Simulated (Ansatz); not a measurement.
O on the 1x1 (111) surface of fcc Al, one in a 3x3 cell, energies for each (63.7 Å²). Energies are against ½ O2(g), without zero-point or thermal terms; each row is named by its start.

Method: PBE (plane waves to 420 eV, PAW; Ansatz, a program for electronic structure).

Task: Which site binds most strongly?
A. hollow Al-Al-Al over Al at depth 2.3 Å
B. hollow Al-Al-Al over Al at depth 4.6 Å
C. top Al

Result: B, hollow Al-Al-Al over Al at depth 4.6 Å. Adsorption energies: hollow Al-Al-Al over Al at depth 4.6 Å -4.30 eV; hollow Al-Al-Al over Al at depth 2.3 Å -3.89 eV; top Al -1.49 eV.
